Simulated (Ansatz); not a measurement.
## Al in the diamond structure (space group Fd-3m, No. 227; a hypothetical phase, not in the database extracts checked)

```cif
data_Al2
_chemical_formula_sum 'Al2'
_space_group_name_H-M_alt 'P 1'
_space_group_IT_number 1
_cell_length_a 4.27631
_cell_length_b 4.27631
_cell_length_c 4.27631
_cell_angle_alpha 60.000
_cell_angle_beta 60.000
_cell_angle_gamma 60.000
loop_
_space_group_symop_operation_xyz
  'x, y, z'
loop_
_atom_site_label
_atom_site_type_symbol
_atom_site_fract_x
_atom_site_fract_y
_atom_site_fract_z
_atom_site_occupancy
Al1 Al 0.75000 0.75000 0.75000 1
Al2 Al 0.50000 0.50000 0.50000 1
```

Calculations: PBE (Ansatz, a quantum-chemistry and plane-wave program; PAW; 420 eV plane waves; no spin-orbit coupling). Settings: 13×13×13 k-points, 0.05 eV Fermi–Dirac smearing.

```json
{
  "volume_per_atom": "27.65 Å³",
  "density": "1.62 g/cm³",
  "band_gap": "zero",
  "total_energy": "-536.754 eV/atom (σ→0; compares only within this code and set-up)"
}
```

Stability against distortions was not tested.
